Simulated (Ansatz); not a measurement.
Terminations of the (0001) surface of hcp Ru, measured from the surface 'clean 1x1'. Atoms come from or go to: Al: fcc Al, Au: fcc Au, Co: hcp Co, ferromagnetic, Cr: bcc Cr, antiferromagnetic, In: tetragonal indium, Li: bcc Li, Mn: fcc-type Mn, layered antiferromagnet, Ni: fcc Ni, ferromagnetic, Os: hcp Os, Ru: hcp Ru, Sn: beta tin. ΔE is the energy of forming the row's surface from that one (negative: more stable at these reservoirs); the vacuum level's shift is aligned on the shared bottom. No zero-point or thermal terms. These are constructed structures in small cells; real faces may alloy, dewet or reconstruct in larger ones, and not all known structures of the face are among them. Slabs of about 11 Å, Fermi-Dirac smearing of 0.1 eV. Bottom of the slabs: a bare face, its two planes held. Relaxed from the named starts with such symmetry as they have, on meshes of like density; energies extrapolated to zero smearing; spin only where a row says so; no spin-orbit coupling, no U. Brackets mark spin-polarised runs, whose order is one that fits the cell. A dash marks a value that is undefined for that row (no clear gap, or no work function of a gapped slab) or was not read reliably on its mesh.

Method: PBE (plane waves to 420 eV, PAW; Ansatz, an electronic-structure program).

| surface | atoms added per 1x1 | ΔE per 1x1 (eV) | shift of the vacuum level (eV) | work function (eV) |
|---|---|---|---|---|
| (√3x√3)R30° surface alloy, Sn on one Ru site of the top plane | -0.333 Ru, +0.333 Sn | -0.50 | -0.66 | 4.31 |
| one row in 3 of the top plane missing | -0.333 Ru | (withheld) | -0.49 | 4.47 |
| (√3x√3)R30° layer of Li, one a cell, on the site that continues the host's stacking | +0.333 Li | -0.28 | -2.83 | 2.16 |
| a pseudomorphic layer of Au in the other hollow | +1 Au | -0.41 | 0.03 | 5.02 |
| a layer of In in place of the second plane | +1 In, -1 Ru | 1.43 | 0.40 | 5.33 |
| a pseudomorphic layer of In in the host's stacking | +1 In | (withheld) | -1.33 | 3.67 |
| a pseudomorphic layer of Co in the host's stacking [spin, 1.6 μB a cell] | +1 Co | (withheld) | -0.39 | 4.59 |
| a pseudomorphic layer of Os in the host's stacking | +1 Os | (withheld) | 0.37 | 5.34 |
| a layer of Ni in place of the third plane [spin start, no net moment] | +1 Ni, -1 Ru | 0.26 | -0.09 | 4.89 |
| a layer of Cr in place of the second plane [spin start, no net moment] | +1 Cr, -1 Ru | -0.08 | -0.40 | 4.56 |
| a layer of Mn in place of the second plane [spin start, no net moment] | +1 Mn, -1 Ru | -0.13 | -0.32 | 4.65 |
| (√3x√3)R30° surface alloy, Al on one Ru site of the top plane | +0.333 Al, -0.333 Ru | -0.54 | -0.16 | 4.81 |

Question: Some entries are withheld; supply them.

Answer: 
- one row in 3 of the top plane missing, ΔE per 1x1 (eV): 0.37
- a pseudomorphic layer of In in the host's stacking, ΔE per 1x1 (eV): 0.13
- a pseudomorphic layer of Co in the host's stacking [spin, 1.6 μB a cell], ΔE per 1x1 (eV): 0.10
- a pseudomorphic layer of Os in the host's stacking, ΔE per 1x1 (eV): 0.12
